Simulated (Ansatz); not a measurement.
Base system: MgSe in the rock salt structure (space group Fm-3m, No. 225; a = 5.450 Å). Axes: x, y, z lie along the cube axes.

Method: PBEsol (Ansatz, a quantum-chemistry and plane-wave program; PAW; 420 eV plane waves; spin-orbit coupling left out).

Strains are applied to the cell and any free atomic positions relax; under biaxial strain the out-of-plane vector relaxes too.

One change was made to it. Results:

The smallest direct gap decreases by 0.239 eV, from 2.50 eV to 2.27 eV; the energy rises by 6.6 meV/atom; the electron mass changes from 0.49 mₑ along k, 0.23 mₑ across (at X) to 0.45 mₑ along k, 0.25 mₑ across (at X); the band gap shrinks by 0.173 eV, from 1.78 eV to 1.60 eV.

Question: Which change produced these results?
(A) biaxial strain −2.00 %, plane normal [001], relaxed out of plane
(B) biaxial strain +1.00 %, plane normal [001], relaxed out of plane
(C) biaxial strain −1.00 %, plane normal [001], relaxed out of plane
(D) biaxial strain +2.00 %, plane normal [001], relaxed out of plane

Answer: D, biaxial strain +2.00 %, plane normal [001], relaxed out of plane. For comparison, the band gap in the other runs: biaxial strain +1.00 %, plane normal [001], relaxed out of plane gives 1.69 eV; biaxial strain −1.00 %, plane normal [001], relaxed out of plane gives 1.73 eV; biaxial strain −2.00 %, plane normal [001], relaxed out of plane gives 1.68 eV.

Effective masses come from finite differences of ±0.01 Å⁻¹. Along k means along the line from Γ to the band edge. Stability against distortions was not tested.
